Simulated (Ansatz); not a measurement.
Y3Ge (model structure, started from the A15 type, Pm-3n, No. 223, 8 atoms in the cell): properties by level of theory

| level (code) | lattice constant a (Å) | formation enthalpy (eV/atom) |
|---|---|---|
| PBE (Ansatz) | ? | -0.262 |
| PBEsol (Ansatz) | ? | -0.306 |
| PBE-D3(BJ) (Ansatz) | 5.882 | -0.313 |

Question: Complete the blanks.

Answer: 
- PBE (Ansatz, a program for electronic structure), lattice constant a (Å): 5.973
- PBEsol (Ansatz), lattice constant a (Å): 5.872

Ansatz's density-functional and Hartree–Fock values are scalar-relativistic unless marked +SOC, with PAW data made under PBE.

Computed values are for the static lattice.

A model structure was made by putting elements into a prototype or built by hand; it is no filed structure, need not be a known phase, and can be a saddle point held by its symmetry.
